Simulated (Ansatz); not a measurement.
Structures of equal composition on the (110) surface of bcc Ta: one row in 2 of the top plane missing; a cell of two sites (a+b, b-a), one Ta site of the top plane empty. The slabs share one bottom face, and each structure is named by its start. These are constructed structures in small cells; real faces may alloy, dewet or reconstruct in larger ones, and not all known structures of the face are among them. Slabs of about 11 Å with all that they carry, Fermi-Dirac smearing of 0.1 eV. Bottom of the slabs: a bare face, its two planes held. Relaxed from the named starts with such symmetry as they have, on meshes of like density; energies extrapolated to zero smearing; no spin-orbit coupling, no U. Spin-polarised runs, if any, are marked in brackets, and their order is one that fits the cell; the others ran without spin. The cells differ, so small differences also carry the error of unlike k-meshes.

These are PBE (plane waves to 420 eV, PAW; Ansatz, a first-principles code) values and carry that method's errors.

Put the candidates in order of energy per 1x1 cell, lowest first, for PBE.

a cell of two sites (a+b, b-a), one Ta site of the top plane empty (0.00 eV), one row in 2 of the top plane missing (0.03 eV)
